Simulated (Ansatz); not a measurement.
Subject: the formation energy of Zr_Al in Al (fcc, Fm-3m). Reaction: Zr (hcp) + 63 Al (fcc) → cell A.

Cell A: a supercell of 64 sites of Al (fcc, Fm-3m) with Zr on an Al site (12 Al at 2.89 Å); spin state with PBE: run without spin, k-point mesh 4×4×4.
```yaml
crystal:
  lattice:
    - [11.42845, 0.00000, 0.00000]
    - [5.71423, 9.89733, 0.00000]
    - [5.71423, 3.29911, 9.33129]
  atoms:
    - { symbol: Al, position: [0.00000, 0.00000, 0.00000] }
    - { symbol: Al, position: [0.00000, 0.00000, 0.24827] }
    - { symbol: Al, position: [0.00000, 0.00000, 0.50000] }
    - { symbol: Al, position: [0.00000, 0.00000, 0.75173] }
    - { symbol: Al, position: [0.00000, 0.24827, 0.00000] }
    - { symbol: Al, position: [0.00076, 0.24940, 0.24940] }
    - { symbol: Al, position: [0.00076, 0.24940, 0.50044] }
    - { symbol: Al, position: [0.00000, 0.24827, 0.75173] }
    - { symbol: Al, position: [0.00000, 0.50000, 0.00000] }
    - { symbol: Al, position: [0.00076, 0.50044, 0.24940] }
    - { symbol: Al, position: [0.00000, 0.50000, 0.50000] }
    - { symbol: Al, position: [0.99924, 0.49956, 0.75060] }
    - { symbol: Al, position: [0.00000, 0.75173, 0.00000] }
    - { symbol: Al, position: [0.00000, 0.75173, 0.24827] }
    - { symbol: Al, position: [0.99924, 0.75060, 0.49956] }
    - { symbol: Al, position: [0.99924, 0.75060, 0.75060] }
    - { symbol: Al, position: [0.24827, 0.00000, 0.00000] }
    - { symbol: Al, position: [0.24940, 0.00076, 0.24940] }
    - { symbol: Al, position: [0.24940, 0.00076, 0.50044] }
    - { symbol: Al, position: [0.24827, 0.00000, 0.75173] }
    - { symbol: Al, position: [0.24940, 0.24940, 0.00076] }
    - { symbol: Al, position: [0.25000, 0.25000, 0.25000] }
    - { symbol: Al, position: [0.24940, 0.24940, 0.50044] }
    - { symbol: Al, position: [0.24852, 0.24852, 0.75148] }
    - { symbol: Al, position: [0.24940, 0.50044, 0.00076] }
    - { symbol: Al, position: [0.24940, 0.50044, 0.24940] }
    - { symbol: Al, position: [0.24681, 0.50000, 0.50000] }
    - { symbol: Al, position: [0.24681, 0.50000, 0.75319] }
    - { symbol: Al, position: [0.24827, 0.75173, 0.00000] }
    - { symbol: Al, position: [0.24852, 0.75148, 0.24852] }
    - { symbol: Al, position: [0.24681, 0.75319, 0.50000] }
    - { symbol: Al, position: [0.24852, 0.75148, 0.75148] }
    - { symbol: Al, position: [0.50000, 0.00000, 0.00000] }
    - { symbol: Al, position: [0.50044, 0.00076, 0.24940] }
    - { symbol: Al, position: [0.50000, 0.00000, 0.50000] }
    - { symbol: Al, position: [0.49956, 0.99924, 0.75060] }
    - { symbol: Al, position: [0.50044, 0.24940, 0.00076] }
    - { symbol: Al, position: [0.50044, 0.24940, 0.24940] }
    - { symbol: Al, position: [0.50000, 0.24681, 0.50000] }
    - { symbol: Al, position: [0.50000, 0.24681, 0.75319] }
    - { symbol: Al, position: [0.50000, 0.50000, 0.00000] }
    - { symbol: Al, position: [0.50000, 0.50000, 0.24681] }
    - { symbol: Zr, position: [0.50000, 0.50000, 0.50000] }
    - { symbol: Al, position: [0.50000, 0.50000, 0.75319] }
    - { symbol: Al, position: [0.49956, 0.75060, 0.99924] }
    - { symbol: Al, position: [0.50000, 0.75319, 0.24681] }
    - { symbol: Al, position: [0.50000, 0.75319, 0.50000] }
    - { symbol: Al, position: [0.49956, 0.75060, 0.75060] }
    - { symbol: Al, position: [0.75173, 0.00000, 0.00000] }
    - { symbol: Al, position: [0.75173, 0.00000, 0.24827] }
    - { symbol: Al, position: [0.75060, 0.99924, 0.49956] }
    - { symbol: Al, position: [0.75060, 0.99924, 0.75060] }
    - { symbol: Al, position: [0.75173, 0.24827, 0.00000] }
    - { symbol: Al, position: [0.75148, 0.24852, 0.24852] }
    - { symbol: Al, position: [0.75319, 0.24681, 0.50000] }
    - { symbol: Al, position: [0.75148, 0.24852, 0.75148] }
    - { symbol: Al, position: [0.75060, 0.49956, 0.99924] }
    - { symbol: Al, position: [0.75319, 0.50000, 0.24681] }
    - { symbol: Al, position: [0.75319, 0.50000, 0.50000] }
    - { symbol: Al, position: [0.75060, 0.49956, 0.75060] }
    - { symbol: Al, position: [0.75060, 0.75060, 0.99924] }
    - { symbol: Al, position: [0.75148, 0.75148, 0.24852] }
    - { symbol: Al, position: [0.75060, 0.75060, 0.49956] }
    - { symbol: Al, position: [0.75000, 0.75000, 0.75000] }
```

Reference: Zr (hcp, P6₃/mmc), 2 atoms in the cell, k-point mesh 24×24×12 on the run's own vectors. Conventional cell: a = b = 3.2309 Å, c = 5.1784 Å, α = β = 90.00°, γ = 120.00°.

Reference: Al (fcc, Fm-3m), 64 atoms in the cell, the relaxed perfect crystal repeated, atoms not moved again, k-point mesh 4×4×4 on the run's own vectors.

All numbers come from Ansatz (a quantum-chemistry and plane-wave program), plane waves with PAW, its PAW set soft_1, cutoff 420 eV. The structures are at rest with PBE, within the held lattices. Neutral cells; Fermi-Dirac smearing of at most 0.10 eV in the solids, energies taken to zero width. Larger cells are relaxed from a start prepared with the learned potential CHGNet, on a coarser mesh till forces fall under 0.03 eV/Å, which some starts already meet. A dispersion term (D3(BJ), or D4 for r2SCAN) was computed beside these levels and is taken off wherever the name lacks it. Space groups of crystals are read within 0.01 Å. Static lattices, no vibrational contributions. The structures are the rest points that the relaxations reached, not proven lowest. Values are for these cell sizes. Mesh and cell size may move defect energies by 0.1 eV or more. Cell A has symmetry Fm-3m within 0.02 Å and got no random move, so less symmetric positions, which may lie lower, weren't tried.

What is the computed value (PBE)?

-1.13 eV, for Zr (hcp) + 63 Al (fcc) → cell A.
